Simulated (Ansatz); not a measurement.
We consider stishovite (SiO2), described by PBE-D4 (plane waves, PAW; Ansatz, a quantum-chemistry and plane-wave program).

Settings: plane-wave cutoff 520 eV, 8×8×12 k mesh (along the axes of the cell as run), Fermi–Dirac smearing 0.01 eV, scalar-relativistic PAW data made under PBE.

Shape and atoms are relaxed at each volume.

The direct gap at Γ against volume; x = 100 ln(V/7.901 Å³). One gap is withheld.

| V (Å³/atom) | x | gap (eV) |
|---|---|---|
| 7.585 | -4.08 | 5.956 |
| 7.743 | -2.02 | 5.622 |
| 7.901 | 0.00 | 5.309 |
| 8.059 | 1.98 | 5.019 |
| 8.217 | 3.92 | ? |

### Question
Fit a straight line to the rows shown, give the volume deformation potential and predict the withheld gap.

### Answer
Means of the 4 rows: x̄ = -1.030, ȳ = 5.4765 eV. Σ(x − x̄)(y − ȳ) = -3.1561 and Σ(x − x̄)² = 20.404, so the slope is -0.1547 eV per unit of x, and dE_g/d ln V = -15.5 eV. At x = 3.92: 5.4765 + (-0.1547) × (3.92 − (-1.030)) = 4.711 eV. The run gives 4.753 eV, 0.042 eV above the line, as the curve bends the same way over all rows.

Note: the bulk modulus comes from volumes at which shape and atoms were relaxed.
